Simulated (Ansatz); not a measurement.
Results of r²SCAN (Ansatz, an electronic-structure program, plane waves, PAW) for GaN (model structure, started from the MgO type, Pm-3n, No. 223, 12 atoms in the cell).

Numerical settings: plane-wave cutoff 560 eV, 6×6×6 k mesh, Fermi–Dirac smearing 0.01 eV, scalar-relativistic PAW data made under PBE.

Cell (relaxed at this level):

```cif
data_Ga6N6
_chemical_formula_sum 'Ga6 N6'
_space_group_name_H-M_alt 'P 1'
_space_group_IT_number 1
_cell_length_a 5.50907
_cell_length_b 5.50907
_cell_length_c 5.50907
_cell_angle_alpha 90.000
_cell_angle_beta 90.000
_cell_angle_gamma 90.000
loop_
_space_group_symop_operation_xyz
  'x, y, z'
loop_
_atom_site_label
_atom_site_type_symbol
_atom_site_fract_x
_atom_site_fract_y
_atom_site_fract_z
_atom_site_occupancy
Ga1 Ga 0.25000 0.00000 0.50000 1
Ga2 Ga 0.75000 0.00000 0.50000 1
Ga3 Ga 0.50000 0.75000 0.00000 1
Ga4 Ga 0.50000 0.25000 0.00000 1
Ga5 Ga 0.00000 0.50000 0.75000 1
Ga6 Ga 0.00000 0.50000 0.25000 1
N1 N 0.25000 0.50000 0.00000 1
N2 N 0.75000 0.50000 0.00000 1
N3 N 0.00000 0.75000 0.50000 1
N4 N 0.00000 0.25000 0.50000 1
N5 N 0.50000 0.00000 0.75000 1
N6 N 0.50000 0.00000 0.25000 1
```

### Question
What does this level give for the band gap?

### Answer

* **band gap**: 1.86 eV (direct)

Note: the relaxation could raise the start's symmetry but not lower it, so the cell can be a saddle point.

Spin–orbit coupling is not included.

A model structure was made by putting elements into a prototype or built by hand; it is no filed structure, need not be a known phase, and can be a saddle point held by its symmetry.
